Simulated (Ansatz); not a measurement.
A computed series for hypothetical CdI2 type HfO2: thickness series

Take HfO2 in the CdI2 type structure (space group P-3m1, No. 164; a hypothetical phase, not in the database extracts checked; layered, stacked along the Cartesian z axis) as the base.

```yaml
crystal:
  lattice:
    - [3.23986, 0.00000, 0.00000]
    - [-1.61993, 2.80580, 0.00000]
    - [0.00000, 0.00000, 4.66313]
  atoms:
    - { symbol: Hf, position: [0.00000, 0.00000, 0.00000] }
    - { symbol: O, position: [0.33333, 0.66667, 0.20844] }
    - { symbol: O, position: [0.66667, 0.33333, 0.79156] }
```

Free-standing slabs (3 atom(s) a layer) normal to the stacking axis with 15 Å of vacuum; in-plane cell relaxed.

Calculations: Kohn–Sham DFT with the PBE-D3(BJ) functional, run in Ansatz (a quantum-chemistry and plane-wave program) with PAW and 420 eV plane waves, no spin-orbit coupling, earlier PAW set.

Notes on the quantities. excess energy per area of both faces: slab less bulk energy over the cell's area: twice a surface energy.

| case | excess energy per area of both faces | gap character | shortest interatomic distance | band gap | smallest direct gap |
|---|---|---|---|---|---|
| base | – | – | 2.108 Å | 4.48 eV | 4.87 eV |
| 1 layer | 0.33 J/m² | indirect, k = (0.167, 1/3, 0) in the run's primitive reciprocal basis → M | 2.110 Å | 4.83 eV | 5.05 eV |
| 2 layers | 0.36 J/m² | indirect, K–Γ (59 % along) → M | 2.109 Å | 4.68 eV | 4.91 eV |
| 3 layers | 0.36 J/m² | indirect, K–Γ (64 % along) → M | 2.108 Å | 4.60 eV | 4.83 eV |

Slab and bulk use different k-meshes, which limits the precision of the excess energy. With Hf present, leaving out spin-orbit coupling can change the band edges. Whether these cells are dynamically stable was not tested.
